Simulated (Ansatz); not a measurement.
tetragonal WSi2 (0 0 1) on 4H silicon carbide (1 0 0) (film strained to the substrate, started from cuts of the bulks and a machine-learned relaxation; slabs Si18C18 and W12Si24, which can lie off the formulas)

A periodic stack without vacuum, tetragonal WSi2 (0 0 1) on 4H silicon carbide (1 0 0) (film strained to the substrate, started from cuts of the bulks and a machine-learned relaxation; slabs Si18C18 and W12Si24, which can lie off the formulas): substrate slab Si18C18, film W12Si24, surface cells [[0, 1], [-1, 0]] and [[0, 3], [-1, 0]], film strained by -4.2 and +4.6 %, outermost planes CSi/CSi and Si/Si as cut, which need not be the usual terminations and can put a slab off its formula.

The start was prepared with a machine-learned potential, and the result is one local minimum, with the in-plane cell held and forces under 0.04 eV/Å; the film can end far from its bulk form.

Calculation: PBE (plane waves to 420 eV, PAW; Ansatz, a first-principles code). Spin–orbit coupling is left out; the runs are not spin-polarised. Its k-point mesh 3×8×1, Fermi–Dirac width 0.05 eV.

| Item | Result |
|---|---|
| interface area | 31.3 Å² |
| period | 29.09 Å |
| heights between the nearest atoms of the two slabs at the two interfaces | 1.33 and 1.02 Å |
| C–Si contacts across the interfaces within 1.22 times the sum of covalent radii | 5, mean 1.89 Å |
| Si–Si contacts across the interfaces within 1.22 times the sum of covalent radii | 4, mean 2.44 Å |
| Si–W contacts across the interfaces within 1.22 times the sum of covalent radii | 1, mean 3.22 Å |

```
CELL_PARAMETERS angstrom
     10.12650    -0.00265     0.26310
     -0.00124     3.09291     0.08802
      1.60059     0.56690    29.16749
ATOMIC_POSITIONS crystal
  Si 0.50737 0.02064 0.03024
  Si 0.02758 0.04560 0.03555
  C  0.69313 0.05244 0.03231
  C  0.21240 0.05100 0.03407
  Si 0.49374 0.49475 0.12475
  Si 0.99212 0.50263 0.12517
  Si 0.74751 0.01948 0.09275
  Si 0.26095 0.53349 0.06487
  C  0.68093 0.50379 0.12452
  C  0.17911 0.50378 0.12513
  C  0.93649 0.01648 0.09405
  C  0.44460 0.51126 0.06365
  Si 0.47128 0.95735 0.21705
  Si 0.97108 0.96019 0.21696
  Si 0.72818 0.47434 0.18648
  Si 0.23553 0.98868 0.15566
  C  0.65850 0.95990 0.21755
  C  0.15859 0.96060 0.21649
  C  0.91608 0.47410 0.18628
  C  0.42382 0.98220 0.15538
  Si 0.45077 0.41708 0.30926
  Si 0.94887 0.41830 0.30864
  Si 0.70631 0.93144 0.27966
  Si 0.21384 0.44636 0.24707
  C  0.63674 0.41713 0.31104
  C  0.13654 0.41881 0.30772
  C  0.89425 0.93214 0.27812
  C  0.40221 0.44399 0.24763
  Si 0.41652 0.87541 0.40213
  Si 0.93753 0.87776 0.39796
  Si 0.68038 0.38850 0.37406
  Si 0.19496 0.90491 0.33824
  C  0.60583 0.87438 0.40515
  C  0.12021 0.87825 0.39703
  C  0.87004 0.39033 0.37013
  C  0.38081 0.90372 0.33917
  W  0.54965 0.76184 0.65345
  W  0.88450 0.76216 0.65267
  W  0.21800 0.76288 0.65099
  Si 0.70641 0.24174 0.69784
  Si 0.04127 0.24240 0.69621
  Si 0.37338 0.24202 0.69698
  Si 0.60175 0.84428 0.47133
  Si 0.90770 0.84222 0.47569
  Si 0.20135 0.85358 0.45094
  W  0.74488 0.32158 0.52139
  W  0.07724 0.32412 0.51569
  W  0.42405 0.32281 0.51850
  Si 0.56842 0.80277 0.56301
  Si 0.90513 0.80302 0.56263
  Si 0.24205 0.80606 0.55570
  Si 0.72634 0.28209 0.60843
  Si 0.06483 0.28343 0.60555
  Si 0.39347 0.28320 0.60605
  W  0.47891 0.64499 0.93042
  W  0.82954 0.63747 0.91811
  W  0.15207 0.63879 0.91949
  Si 0.71804 0.57081 0.99515
  Si 0.96456 0.12030 0.96299
  Si 0.29113 0.10482 0.97188
  Si 0.52863 0.72074 0.74391
  Si 0.86187 0.72099 0.74304
  Si 0.19783 0.72146 0.74230
  W  0.68178 0.20082 0.78865
  W  0.02108 0.20129 0.78596
  W  0.35412 0.20054 0.78850
  Si 0.50979 0.68014 0.83623
  Si 0.83848 0.68088 0.83155
  Si 0.17735 0.68033 0.83212
  Si 0.65822 0.15524 0.88541
  Si 0.99794 0.15816 0.87491
  Si 0.33553 0.16103 0.88118
```
